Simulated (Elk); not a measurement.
Worked example: self-consistent single point of Fe (Im-3m, 1 atom in the cell) in Elk.

Method: Elk with PBEsol, all-electron FP-LAPW, Elk's shipped species files, default APW+lo basis.

```yaml
crystal:
  lattice:
    - [-1.45657, 1.45657, 1.45657]
    - [1.45657, -1.45657, 1.45657]
    - [1.45657, 1.45657, -1.45657]
  atoms:
    - { symbol: Fe, position: [0.00000, 0.00000, 0.00000], spin: 4.0 }
```
(The spins are starting values, not results.)

Reference input (self-consistent single point, DFT, PBEsol, all-electron FP-LAPW, Elk's shipped species files, APW+lo basis with extra local orbitals): xctype = 22; spinpol = true; rgkmax = 8; stype = 0; swidth = 0.00367493 Ha; ngridk = 11 11 11; vkloff = 0.5 0.5 0.5; reducebf = 0.8; gmaxvr = 16 1/bohr; nxlo = 2; lorbcnd = true; rmtscf = 0.93. This run's input differs from it in these lines:

```diff
@@ -17,8 +17,2 @@
   16.0
-
-nxlo
-  2
-
-lorbcnd
-  .true.
```

The program printed (abridged):

```
│ Self-consistent loop started │
│ Loop number : 1 │
 total energy                :     -1271.28748544
 total moment                :    2.756117534
│ Loop number : 2 │
 total energy                :     -1271.53023560
 total moment                :    2.756063934
RMS change in Kohn-Sham potential (target) :    4.075652940     (  0.1000000000E-05)
Absolute change in total energy (target)   :   0.2427501587     (  0.1000000000E-03)
│ Loop number : 3 │
 total energy                :     -1267.26320265
 total moment                :    1.018485958
RMS change in Kohn-Sham potential (target) :    2.391191017     (  0.1000000000E-05)
   [... lines left out ...]
│ Loop number : 33 │
 total energy                :     -1271.66766075
 total moment                :   -2.338596653
RMS change in Kohn-Sham potential (target) :   0.8635249556E-06 (  0.1000000000E-05)
Absolute change in total energy (target)   :   0.1023540462E-03 (  0.1000000000E-03)
│ Loop number : 34 │
 total energy                :     -1271.66766489
 total moment                :   -2.338545365
RMS change in Kohn-Sham potential (target) :   0.7431085428E-06 (  0.1000000000E-05)
Absolute change in total energy (target)   :   0.2972090238E-04 (  0.1000000000E-03)
Convergence targets achieved

│ Loop number : 35 │

Energies :
 Fermi                       :     0.304934937958
 xc effective B-field        :    -0.110890840446
 external B-field            :      0.00000000000
 total energy                :     -1271.66765745
 (external B-field energy excluded from total)

Density of states at Fermi energy :    33.35104847
 (states/Hartree/unit cell)

Estimated indirect band gap :   0.1023004527E-02
 from k-point     45 to k-point     56
Estimated direct band gap   :   0.3157973102E-02
 at k-point     19

Charges :
 core                        :    10.00000000
 valence                     :    16.00000000
 interstitial                :    1.366208247
 muffin-tins (core leakage)
  species :    1 (Fe)
   atom    1                 :    24.63379175     (  0.1228350754E-10)
 total in muffin-tins        :    24.63379175
 total calculated charge     :    25.99995183
 total charge                :    26.00000000
 error                       :   0.4817330018E-04

Moments :
 interstitial                :   0.1882960928E-02
 muffin-tins
  species :    1 (Fe)
   atom    1                 :   -2.340554145
 total in muffin-tins        :   -2.340554145
 total moment                :   -2.338671184

│ Self-consistent loop stopped │
```

The run converged in 35 iterations. The count includes the last loop, which Elk runs after its targets are met. Against the reference run the total energy goes up by 4.7 meV/atom and the size of the net moment stays at 2.34 μB/atom.

The starting cell comes from a database of computed structures (which also holds hypothetical and non-ambient phases and stackings), without a prior relaxation at this level. Its lattice was rescaled by a random factor within 2.5 % of one. With one magnetic atom in the cell only a parallel order is possible. Values depend on the basis (sphere radii, cutoffs, local orbitals), which need not be converged. The log's line on a gap gives a spacing of levels on this mesh, which the program prints for metals too.
